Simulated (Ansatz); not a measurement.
Start from PbSe in the rock salt structure (space group Fm-3m, No. 225; a = 6.178 Å). Axes: x, y, z lie along the cube axes.

The values are results of DFT with r2SCAN, PAW potentials and a 500 eV plane-wave cutoff in Ansatz (a first-principles code), no spin-orbit coupling, not measurements.

It is then changed as follows: compressive biaxial strain of 1.56 % in the plane normal to [001], as in epitaxy on a mismatched substrate; the out-of-plane cell vector and the atoms relax.

What does the calculation give for the out-of-plane strain after the change?

The out-of-plane strain amounts to +0.32 %.

What happens to the in-plane stress?

The mean in-plane stress (compression positive) comes out as +2.4 GPa.

Predict the new energy relative to the base.

The energy rises by 6.5 meV/atom.

Stability against distortions was not tested.
